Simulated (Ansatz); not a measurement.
## Ag, response to strain

Start from Ag in the fcc (Cu type) structure (space group Fm-3m, No. 225; relaxed with 0.1 eV smearing).

```
Ag
1.0
    0.00000     2.00044     2.00044
    2.00044     0.00000     2.00044
    2.00044     2.00044     0.00000
Ag
1
Cartesian
  0.00000   0.00000   0.00000
```

Cartesian axes are those of the cell as printed.

Strains are applied to the cell and any free atomic positions relax; under biaxial strain the out-of-plane vector relaxes too.

Calculations: LDA (Ansatz, a program for electronic structure, PAW, without spin-orbit coupling).

Candidates:
(a) biaxial strain −2.50 %, plane normal [001], relaxed out of plane
(b) biaxial strain −1.50 %, plane normal [001], relaxed out of plane
(c) biaxial strain +1.00 %, plane normal [001], relaxed out of plane
(d) biaxial strain +3.00 %, plane normal [001], relaxed out of plane
(e) biaxial strain +2.50 %, plane normal [001], relaxed out of plane

Notes on the quantities. energy relative to the base: free energy F.

Question: Order them by energy relative to the base, highest first.

Answer: (a) biaxial strain −2.50 %, plane normal [001], relaxed out of plane (+8.3 meV/atom), (d) biaxial strain +3.00 %, plane normal [001], relaxed out of plane (+7.3 meV/atom), (e) biaxial strain +2.50 %, plane normal [001], relaxed out of plane (+5.4 meV/atom), (b) biaxial strain −1.50 %, plane normal [001], relaxed out of plane (+2.8 meV/atom), (c) biaxial strain +1.00 %, plane normal [001], relaxed out of plane (+1.0 meV/atom)

Stability against distortions was not tested.
